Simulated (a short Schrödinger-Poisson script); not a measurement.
Stack: MOS inversion layer, SiO2 on p-type Si(100), at 300 K.

| layer | material | thickness (nm) | Na (cm⁻³) |
|---|---|---|---|
| 1 | SiO2 | 3.4 | - |
| 2 | Si | 1200 | 1.3e17 |

Constants are typed, rounded textbook-type inputs, not results; the design itself was drawn at random and stands for no fabricated device. SiO2: permittivity 3.9, conduction-band edge (eV) 3.15, gap (eV) 9, electron mass (mₑ) 0.5. Si: permittivity 11.7, conduction-band edge (eV) 0, gap (eV) 1.124, Nv at 300 K (cm⁻³) 3.1e19.

Channel valleys (confinement mass, in-plane density-of-states mass, number): Δ2 0.916, 0.19, 2; Δ4 0.19, 0.417, 4. At the gate the conduction-band edge of layer 1 lies 3.47 eV − eVg above the Fermi level of the channel; the field vanishes at the back. Gaps are held at their typed values at every temperature. Mesh 0.03 nm at interfaces.

Solved with a short Schrödinger-Poisson script written for these runs: 1D Poisson equation in equilibrium, electrons classical, Boltzmann, parabolic valleys, classical holes, full ionisation, no traps, pinning or gate leakage.

The same stack at other levels of the model or other numerical settings:

```csv
run,sheet density of all electrons at Vg = 2.7 V (cm⁻²),sheet density of all electrons at Vg = 0.9 V (cm⁻²),capacitance at Vg = 2.7 V (μF/cm²),centroid of the channel electrons at Vg = 2.7 V (nm),rough cost against the base
base,1.33e13,2.38e12,0.992,0.48,about 1
"electrons treated as classical, Fermi-Dirac",1.30e13,2.35e12,0.961,0.70,6
"electrons treated as quantum, Hartree",1.19e13,1.96e12,0.912,1.57,30
mesh six times as coarse,1.32e13,2.36e12,0.981,0.58,0.5
```

The classical rows ignore confinement, and Boltzmann statistics overrate the density once the band edge passes the Fermi level.
